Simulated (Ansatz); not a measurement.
# YGe2 (model structure, started from the fluorite type, Fm-3m, No. 225, 3 atoms in the cell): properties by level of theory

| level (code) | lattice parameter a (Å) | enthalpy of formation (eV/atom) |
|---|---|---|
| PBE (Ansatz) | 6.752 | -0.119 |
| PBEsol (Ansatz) | 6.643 | -0.136 |
| PBE-D3(BJ) (Ansatz) | 6.665 | -0.132 |

Ansatz's density-functional and Hartree–Fock values are scalar-relativistic unless marked +SOC, with PAW data made under PBE.

A model structure was made by putting elements into a prototype or built by hand; it is no filed structure, need not be a known phase, and can be a saddle point held by its symmetry.

Ansatz is an electronic-structure program.
